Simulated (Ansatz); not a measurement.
Levels about the gap of amorphous Si₂₇O₂₄N₂₀ (71 atoms in a cell of 915 Å³, 2.58 g/cm³; zone centre alone, so wide bands show as single levels with stretches between that a denser mesh fills), at the geometry that PBE relaxed, where it gives 0.1 GPa on a denser mesh. The participation number counts the atoms over which a state spreads; weights are charges in smoothed Voronoi cells. The levels come from a single point, so bond lengths are those of that geometry. Method of the levels: r2SCAN, scalar-relativistic without spin-orbit coupling (Ansatz, a program for electronic structure). Sampling: the zone centre alone; Fermi-Dirac width 0.01 eV; collinear spin, started from moments on atoms (the moments died out). At PBE the levels at the filled edge of the gap are localised (band-tail or defect states), and the nearest spread-out levels lie 3.1 eV apart at the zone centre.

It comes from a melt-quench run on a machine-learned potential (CHGNet), relaxed afterwards by DFT. O and N atoms were pushed apart under 1.9 Å during the dynamics, to hinder bonds among them. It is a model cell: composition and starting density were chosen by hand, and all elements were melted together. No dispersion term was used. Its density started from a set value of 2.73 and ended at 2.58 g/cm³. Cooling (nominally 1300 K/ps over its main leg) ran many orders faster than in experiment, which tends to leave more defects and strain. One small periodic cell is one sample of the glass; other quenches scatter about these values. The volume was free in the relaxation, at fixed shape. Stress components on the final sampling reach 3.3 GPa.

```json
[
 {"E - E(highest filled), eV": "-0.49", "filling": "filled", "spin": "up", "participation number": "6.6", "largest on": "N, 2 neighbours", "weight N": "0.78", "weight Si": "0.10", "weight O": "0.12"},
 {"E - E(highest filled), eV": "-0.22", "filling": "filled", "spin": "dn", "participation number": "5.8", "largest on": "N, 2 neighbours", "weight N": "0.80", "weight Si": "0.11", "weight O": "0.08"},
 {"E - E(highest filled), eV": "-0.22", "filling": "filled", "spin": "up", "participation number": "5.8", "largest on": "N, 2 neighbours", "weight N": "0.80", "weight Si": "0.11", "weight O": "0.08"},
 {"E - E(highest filled), eV": "-0.01", "filling": "filled", "spin": "dn", "participation number": "3.8", "largest on": "N, 2 neighbours", "weight N": "0.79", "weight Si": "0.11", "weight O": "0.10"},
 {"E - E(highest filled), eV": "-0.01", "filling": "filled", "spin": "up", "participation number": "3.8", "largest on": "N, 2 neighbours", "weight N": "0.79", "weight Si": "0.11", "weight O": "0.10"},
 {"E - E(highest filled), eV": "0.00", "filling": "filled", "spin": "dn", "participation number": "3.3", "largest on": "N, 2 neighbours", "weight N": "0.77", "weight Si": "0.12", "weight O": "0.11"},
 {"E - E(highest filled), eV": "0.00", "filling": "filled", "spin": "up", "participation number": "3.3", "largest on": "N, 2 neighbours", "weight N": "0.77", "weight Si": "0.12", "weight O": "0.11"},
 {"E - E(highest filled), eV": "3.12", "filling": "empty", "spin": "up", "participation number": "34.6", "largest on": "Si, 4 neighbours", "weight N": "0.24", "weight Si": "0.44", "weight O": "0.33"},
 {"E - E(highest filled), eV": "3.12", "filling": "empty", "spin": "dn", "participation number": "34.6", "largest on": "Si, 4 neighbours", "weight N": "0.24", "weight Si": "0.44", "weight O": "0.33"},
 {"E - E(highest filled), eV": "4.05", "filling": "empty", "spin": "up", "participation number": "23.2", "largest on": "Si, 4 neighbours", "weight N": "0.25", "weight Si": "0.52", "weight O": "0.23"},
 {"E - E(highest filled), eV": "4.05", "filling": "empty", "spin": "dn", "participation number": "23.2", "largest on": "Si, 4 neighbours", "weight N": "0.25", "weight Si": "0.52", "weight O": "0.23"},
 {"E - E(highest filled), eV": "4.32", "filling": "empty", "spin": "up", "participation number": "20.3", "largest on": "Si, 4 neighbours", "weight N": "0.31", "weight Si": "0.53", "weight O": "0.16"},
 {"E - E(highest filled), eV": "4.32", "filling": "empty", "spin": "dn", "participation number": "20.3", "largest on": "Si, 4 neighbours", "weight N": "0.31", "weight Si": "0.53", "weight O": "0.16"},
 {"E - E(highest filled), eV": "4.45", "filling": "empty", "spin": "up", "participation number": "14.0", "largest on": "Si, 4 neighbours", "weight N": "0.26", "weight Si": "0.52", "weight O": "0.22"}
]
```

Most localised among these is the filled level at +0.00 eV, on a N atom, which has 2 neighbours (Si 1.64 Å, Si 1.64 Å).
